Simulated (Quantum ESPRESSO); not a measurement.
How a calculation on SrMg (Amm2, 6 atoms in the cell) responds to its settings

Space group Amm2 (No. 38); a = 5.9549 Å, b = 4.1197 Å, c = 18.2208 Å, α = 90.00°, β = 90.00°, γ = 90.00°

```
atom  site  symmetry       x       y       z
----  ----  --------  ------  ------  ------
Sr      2a       mm2  0.0000  0.0000  0.9707
Sr      2a       mm2  0.0000  0.0000  0.6579
Sr      2b       mm2  0.5000  0.5000  0.3042
Mg      2a       mm2  0.0000  0.0000  0.3188
Mg      2b       mm2  0.5000  0.5000  0.6086
Mg      2b       mm2  0.5000  0.5000  0.9732
```
(The calculation used a cell of 6 atoms; values per cell refer to that cell.)

Base run A: PBEsol, GBRV 1.5 ultrasoft (PBESOL) pseudopotentials (Quantum ESPRESSO 7.5), self-consistent single point.

Its settings: ecutwfc = 40 Ry; ecutrho = 200 Ry; occupations = smearing; smearing = mp; degauss = 0.019992 Ry; potentials = {Sr: sr_pbesol_v1.uspp.F.UPF, Mg: mg_pbesol_v1.4.uspp.F.UPF}; K_POINTS = automatic 3 5 5 0 0 0; conv_thr = 1e-09 Ry; mixing_beta = 0.7.

The starting cell comes from a database of computed structures (which also holds hypothetical and non-ambient phases and stackings), without a prior relaxation at this level. Without a gap this mesh is coarse (it stands for a supercell whose shortest vector is 18 Å).

ΔF is the free energy per atom less that of run A. 

Run A gave: pressure (GPa) -0.83; largest force (eV/Å) 0.090; TS (meV/atom) -3.5.

Runs:
- B: degauss = 0.000146997 Ry
- C: degauss = 0.000734986 Ry
- D: degauss = 0.0018375 Ry
- E: degauss = 0.0036749 Ry
- F: degauss = 0.011025 Ry
- G: degauss = 0.0147 Ry
- H: degauss = 0.036749 Ry
- I: degauss = 0.058799 Ry

What does run D change against A?

The free energy falls by 2.4 meV/atom, the pressure hardly changes (-0.83 to -0.82 GPa) and the largest force moves little (0.090 to 0.087 eV/Å).

What does run B change against A?

The free energy drops by 2.4 meV/atom, the pressure hardly changes (-0.83 to -0.82 GPa) and the largest force moves little (0.090 to 0.088 eV/Å).

```tsv
run	ΔF (meV/atom)	pressure (GPa)	largest force (eV/Å)	TS (meV/atom)
A	0.00	-0.83	0.090	-3.5
B	-2.4	-0.82	0.088	0.0
C	-2.4	-0.82	0.088	0.0
D	-2.4	-0.82	0.087	0.0
E	-2.4	-0.83	0.089	-0.1
F	-1.75	-0.82	0.076	-1.8
G	-1.05	-0.83	0.081	-3.1
H	1.03	-0.81	0.098	1.0
I	-1.53	-0.79	0.098	12.4
```
